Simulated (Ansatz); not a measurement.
For GeRh (model structure, started from the NbAs type, I4₁md, No. 109, 4 atoms in the cell), PBE (Ansatz, a first-principles code, plane waves, PAW) gives:

```
Item                               Value
------------------------------  --------
equilibrium lattice constant a   3.482 Å
c axis length                   10.104 Å
```

Question: What does PBE-D3(BJ) in Ansatz (PAW) give for the same quantities?

Answer: 
- lattice constant a: 3.459 Å (falls by 0.7 %)
- lattice parameter c: 9.894 Å (decreases by 2.1 %)

Changes are worked out from the printed values.

Unless a cell is named, each level is at its own relaxed cell (PBE 15.32, PBE-D3(BJ) 14.80 Å³/atom).

Ansatz's density-functional and Hartree–Fock values are scalar-relativistic unless marked +SOC, with PAW data made under PBE.

A model structure was made by putting elements into a prototype or built by hand; it is no filed structure, need not be a known phase, and can be a saddle point held by its symmetry.
